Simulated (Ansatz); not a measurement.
The reference is ZrC in the rock salt structure (space group Fm-3m, No. 225; a = 4.6691 Å; relaxed with 0.1 eV smearing).

The values are results of PBEsol/PAW in Ansatz (an electronic-structure program), no spin-orbit coupling, not measurements.

Before the change:

```
Property    Value
--------  -------
Band gap     zero
Pressure  0.0 GPa
```

Perturbation: an isotropic linear strain of +3.00 %, atoms relaxed at fixed cell.

Question: Predict the new band gap, energy relative to the base and pressure.

Answer: The band gap remains zero; the energy rises by 69 meV/atom; the pressure goes from zero to -17.5 GPa.

No phonon test of stability was made. All final runs are without spin polarisation.
